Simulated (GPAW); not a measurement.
Worked example: zone-centre phonon calculation of AgCl (Fm-3m, 2 atoms in the cell) in GPAW.

Level of theory: PBE, GPAW PAW datasets PBE (gpaw-data 1.0.1) (plane waves; GPAW).

```yaml
crystal:
  lattice:
    - [0.00000, 2.76112, 2.76112]
    - [2.76112, 0.00000, 2.76112]
    - [2.76112, 2.76112, 0.00000]
  atoms:
    - { symbol: Ag, position: [0.00000, 0.00000, 0.00000] }
    - { symbol: Cl, position: [0.50000, 0.50000, 0.50000] }
```

Reference input (self-consistent single point, DFT PBE, plane waves, GPAW PAW datasets PBE (gpaw-data 1.0.1)): mode = pw; ecut = 550 eV; xc = PBE; kpts = 6 6 6; mesh shift (steps) = 0 0 0; occupations.name = fermi-dirac; occupations.width = 0.02 eV; nbands = -8; convergence.forces = 0.001 eV/Å; convergence.bands = -6; symmetry.symmorphic = false; symmetry.tolerance = 0.0005. This run's input differs from it in these lines:

```diff
@@ -2,2 +2,3 @@
 from ase.units import GPa
+from ase.vibrations import Vibrations
 from gpaw import GPAW
@@ -14,7 +15,7 @@
             xc='PBE',
-            kpts={'size': (6, 6, 6), 'gamma': True},
-            occupations={'name': 'fermi-dirac', 'width': 0.02},
+            kpts=(7, 7, 7),
+            occupations={'name': 'fermi-dirac', 'width': 0.0},
             nbands=-8,
-            convergence={'forces': 0.001, 'bands': -6},
-            symmetry={'symmorphic': False, 'tolerance': 0.0005},
+            convergence={'forces': 0.001, 'density': 1e-05, 'bands': -6},
+            symmetry={'point_group': False},
             maxiter=120)
@@ -31 +32,6 @@
 
+vib = Vibrations(atoms, delta=0.02)
+vib.run()
+vib.summary()
+frequencies = vib.get_frequencies()
+
```

The program printed (abridged):

```
     iter     time        total  log10-change:
                         energy   eigst   dens  force
iter:   1 --:--:--    -5.637103   +0.42
iter:   2 --:--:--    -5.609374   -0.94  -1.54
iter:   3 --:--:--    -5.490448   -2.04  -1.57
iter:   4 --:--:--    -5.492345   -3.30  -1.88
iter:   5 --:--:--    -5.492385c  -3.15  -1.91
iter:   6 --:--:--    -5.486599c  -4.00  -2.64
iter:   7 --:--:--    -5.485905c  -3.91  -2.62
iter:   8 --:--:--    -5.485873c  -5.33  -3.30
iter:   9 --:--:--    -5.485985c  -5.17  -3.40
iter:  10 --:--:--    -5.485894c  -5.33  -3.42
iter:  11 --:--:--    -5.485891c  -7.13  -4.24
iter:  12 --:--:--    -5.485891c  -8.21c -4.74
iter:  13 --:--:--    -5.485892c  -7.96c -4.78
iter:  14 --:--:--    -5.485892c  -8.71c -4.82
iter:  15 --:--:--    -5.485892c  -9.18c -5.00
iter:  16 --:--:--    -5.485892c  -9.29c -5.14c
iter:  17 --:--:--    -5.485892c  -9.34c -5.29c -4.99c
Converged after 17 iterations.

Dipole moment: (-0.000000, 0.000000, 0.000000) |e|*Ang

Energy contributions relative to reference atoms: (reference = -157152.775749)

Kinetic:        +12.073991
Potential:      -11.436734
External:        +0.000000
XC:              -6.164873
Entropy (-ST):   +0.000000
Local:           +0.041723
SIC:             +0.000000
--------------------------
Free energy:     -5.485892
Extrapolated:    -5.485892

Showing only first 2 kpts
 Kpt  Band  Eigenvalues  Occupancy
  0    10      1.80630    2.00000
  0    11      1.80630    2.00000
  0    12      5.08983    0.00000
  0    13     14.89366    0.00000

  1    10      2.71087    2.00000
  1    11      2.71087    2.00000
  1    12      5.98786    0.00000
  1    13     13.34919    0.00000

Fermi level: 4.60784

Gap: 0.964 eV
Transition (v -> c):
   [... lines left out ...]
Direct gap: 3.277 eV
Atomic positions and initial magnetic moments
Free energy:     -5.485634
Fermi level: 4.60784
Gap: 0.964 eV
Direct gap: 3.230 eV
Atomic positions and initial magnetic moments
Free energy:     -5.485634
Fermi level: 4.60784
Gap: 0.964 eV
   [... lines left out ...]
Direct gap: 3.230 eV
Transition at: (s=0, k=0, n=11, [0.00, 0.00, 0.00])

Forces in eV/Ang:
  0 Ag   -0.00000   -0.00000    0.02594
  1 Cl    0.00000    0.00000   -0.02567

---------------------
  #    meV     cm^-1
---------------------
  0    0.4i      3.0i
  1    0.1i      1.2i
  2    0.2       1.7
  3   14.2     114.5
  4   14.2     114.5
  5   14.2     114.6
---------------------
Zero-point energy: 0.021 eV
```

The run converged in 17 iterations. GPAW prints stress with tension positive. 

Summary of the result:
| Item | Value |
|---|---|
| Pressure | 2.28 GPa |
| Zone-centre frequencies (cm⁻¹; negative means imaginary) | -3, -1, 2, 114, 114, 115 |

The starting cell has typed, rounded lattice constants, without a prior relaxation at this level. Its lattice was rescaled by up to half a per cent. The log's line on a gap gives a spacing of levels on this mesh, which the program prints for metals too.

Cost on one core of a shared machine: roughly 20 min.
